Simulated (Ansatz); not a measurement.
The parent structure is Mg in the hcp (Mg type) structure (space group P6_3/mmc, No. 194; a = 3.1751 Å, c = 5.1628 Å; relaxed with 0.1 eV smearing). Axes: x lies along a and z along c of the hexagonal cell.

Computed with PBEsol (Ansatz, a first-principles code; PAW; 420 eV plane waves; scalar-relativistic without spin-orbit coupling).

It is then changed as follows: uniaxial strain ε_zz = +3.00 %, all other strain components held at zero; the atoms relax in the strained cell.

Task: Predict the stress tensor and what it implies for the stiffness.

Result: Stress of the strained cell less that of the base (GPa, compression positive):
```
   -0.5     0.0     0.0
    0.0    -0.5     0.0
    0.0     0.0    -1.9
```

Then −Δσ_ii/ε with ε = 0.0300 gives secant stiffness values (nonlinear terms included at this strain): C33 ≈ 64 GPa, C13 ≈ 17 GPa and C23 ≈ 17 GPa.

As a check, the harmonic strain energy −½ V₀ Δσ:ε is 4.1 meV/atom; the computed energy rise is 4.2 meV/atom.

No phonon test of stability was made.
